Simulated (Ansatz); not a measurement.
**Zr, pressure series**

Base system: Zr in the hcp (Mg type) structure (space group P6_3/mmc, No. 194; a = 3.2316 Å, c = 5.1736 Å).

Cell and atoms are relaxed at each pressure.

Computed with PBE in Ansatz (plane waves to 420 eV, PAW, no spin-orbit coupling), earlier PAW set.

| P (GPa) | V (Å³/atom) |
|---|---|
| -2.00 | 23.921 |
| -1.00 | 23.652 |
| 1.80 | 22.963 |
| 4.21 | 22.433 |
| 9.00 | 21.505 |
| 18.00 | 20.080 |
| 30.00 | 18.604 |
| 45.00 | 17.194 |
| 60.00 | 16.119 |

**Question.** Fit a third-order Birch–Murnaghan equation of state.

**Answer.** Least squares on P(V) = (3B₀/2)[(V₀/V)^(7/3) − (V₀/V)^(5/3)]·[1 + (3/4)(B₀′ − 4)((V₀/V)^(2/3) − 1)] gives V₀ = 23.41 Å³/atom, B₀ = 92 GPa and B₀′ = 3.2.

Load acts through the strain it causes; cell and atoms are relaxed under it. No phonon test of stability was made. The final runs are not spin-polarised. Measured, Zr leaves this structure (for the ω phase) near 3 GPa (temperature not stated; as listed in C. Cazorla, D. Alfè, M. J. Gillan, Physical Review B (2008)).

Ansatz is a first-principles code.
